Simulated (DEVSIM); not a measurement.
System: Pd/Si3N4/SiO2/p-Si capacitor, at 300 K.

Layer 1 from the left is Si3N4, thickness (nm) 11.0. Layer 2 from the left is SiO2, thickness (nm) 0.530. Layer 3 from the left is Si, thickness (nm) 580, Na (cm⁻³) 9.9e17.

Metal gate on the left, work function 5.2 eV. Fixed charge at the semiconductor interface -1.3e11 cm⁻² (in units of +e); no interface traps.

This is a model device: material constants are rounded textbook-type values typed into the input, and sizes, dopings and lifetimes were drawn at random. Values at 300 K.

Si3N4: gap (eV) 5.1, affinity (eV) 2.1, permittivity 7.5. SiO2: gap (eV) 9, affinity (eV) 0.9, permittivity 3.9. Si: gap (eV) 1.124, affinity (eV) 4.05, permittivity 11.7, Nc (cm⁻³) 2.86e19, Nv (cm⁻³) 3.1e19.

Model (solved in DEVSIM): 1D Poisson equation in equilibrium, Boltzmann statistics, complete ionisation; no quantum confinement or tunnelling. Metal contacts follow the ideal Schottky-Mott rule: no Fermi-level pinning, no interface dipoles.

Q: What does the simulation give for the flat-band voltage, the minimum of the low-frequency capacitance?

A: flat-band voltage 0.15 V; minimum of the low-frequency capacitance 0.209 μF/cm².
